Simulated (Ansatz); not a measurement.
## Defect calculation: Ga interstitial in beta Ga2O3

Computed with PBE, PAW (plane waves to 420 eV; Ansatz, a first-principles code). A supercell of 160 sites (1×4×2 repeats of a cell of 20 atoms) was used; the energies come from a Γ-point sampling of its zone. Site at the start: void with 3O nearest, no. 2. Finite-size correction: monopole term and site-potential alignment. Dielectric constants: PBE linear response of the host. Host gap at this level: 2.00 eV. Zone-centre sampling of a cell this small can put levels off by half an eV or more. The semilocal functional narrows the gap, so deep levels can fall outside it. Spin–orbit coupling is left out. Each state is the lowest found from its start.

Formation energies E_f are given with the Fermi level at the valence-band maximum. Chemical conditions: Ga-rich (Δμ(Ga) = 0.00 eV; only phases computed here count, gases as isolated molecules at 0 K); O-rich (Δμ(Ga) = -4.56 eV; only phases computed here count, gases as isolated molecules at 0 K). Reference phases: Ga: alpha gallium.

The name describes the start; the neighbours show where the atoms ended.

Charges with a result: +3, +2, +1, 0. Others weren't obtained, and one of them could lie lower, also by skipping a charge.

| charge | moment (μB) | point group | largest move off a lattice site (Å) | neighbours of the last Ga atom of the defect at the end (Å) | image correction with alignment (eV) | E_f, Ga-rich (eV) | E_f, O-rich (eV) |
|---|---|---|---|---|---|---|---|
| +3 | not spin-polarised | Cs | 0.41 | O 1.80, O 1.96, O 1.96, O 2.09, O 2.09, Ga 2.54, Ga 2.54 | 1.48 | -2.11 | 2.44 |
| +2* | quenched | – | 0.40 | O 1.80, O 1.96, O 1.97, O 2.10, O 2.10, Ga 2.54, Ga 2.54 | – | – | – |
| +1* | not spin-polarised | Cs | 0.39 | O 1.80, O 1.97, O 1.97, O 2.11, O 2.11, Ga 2.54, Ga 2.54 | – | – | – |
| 0* | 1.0 | – | 0.54 | O 1.89, O 1.97, O 1.97, O 2.09 | – | – | – |

* At this level the carrier isn't localised at the defect: at charge +2 electrons occupy the conduction band; at charge +1 electrons occupy the conduction band; at charge 0 electrons occupy the conduction band. Such a state is shallow or no state of the defect, and this cell gives it no level.

Point groups are those of the whole cell at tolerances of 0.03 and 0.1 Å ("near" where only the looser one holds); none is given for unsettled states.

Starting moments that weren't kept: charge +2 began with 1 μB and ended with 0.0.

Not the lowest form: the same atoms on another site or from another start ended lower, by 0.75 eV at charge +3.

Flagged in the runs: a doubtful potential alignment, a host whose relaxation on this sampling wasn't shown to rest, a strain field that reaches the edge of the cell, zone-centre sampling.
